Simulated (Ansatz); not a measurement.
We consider C (R-3m, No. 166, 4 atoms in the cell; start mp-569304; another form than the element's usual one), described by r²SCAN+rVV10 (plane waves, PAW; Ansatz, a quantum-chemistry and plane-wave program).

Run with plane-wave cutoff 560 eV, 16×16×16 k mesh, Fermi–Dirac smearing 0.01 eV, scalar-relativistic PAW data made under PBE.

Computed at the level's own relaxed cell.

```
C
1.0
    1.22749     0.70869     6.89843
   -1.22749     0.70869     6.89843
    0.00000    -1.41738     6.89843
C
4
Cartesian
  0.00000   0.00000  19.02117
  0.00000   0.00000   1.67411
  0.00000   0.00000   5.22419
  0.00000   0.00000  15.47109
```

### Question
List the 9 lowest band energies at Γ above −25 eV (eV, relative to the valence band maximum), grouping those that round alike.

### Answer
At Γ: -20.95, -20.70, -8.96, -7.16, -3.19 (×4), 4.04.

A start named mp-… is a Materials Project structure, which need not be a measured phase.
